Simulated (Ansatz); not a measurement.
Take TiAl (space group P4/mmm, No. 123) as the base.

```
TiAl
1.0
    2.82426     0.00000     0.00000
    0.00000     2.82426     0.00000
    0.00000     0.00000     4.07079
Al Ti
1 1
Cartesian
  1.41213   1.41213   2.03540
  0.00000   0.00000   0.00000
```

Cartesian axes are those of the cell as printed.

Level of theory: PBE (Ansatz, a first-principles code, PAW, no spin-orbit coupling).

Now apply this change: an isotropic linear strain of +1.02 %; the atoms relax in the strained cell.

### Question
Predict the stress tensor and what it implies for the stiffness.

### Answer
Stress of the strained cell less that of the base (GPa, compression positive):
```
   -3.3     0.0     0.0
    0.0    -3.3     0.0
    0.0     0.0    -3.2
```

Then B = −ΔP/(ΔV/V₀) with ΔV/V₀ = 0.0309 gives secant stiffness values (nonlinear terms included at this strain): B (at held cell shape, above the free-shape value) ≈ 105 GPa.

As a check, the harmonic strain energy −½ V₀ Δσ:ε is 5.0 meV/atom; the computed energy rise is 5.2 meV/atom.

Whether these cells are dynamically stable was not tested. All final runs are without spin polarisation.
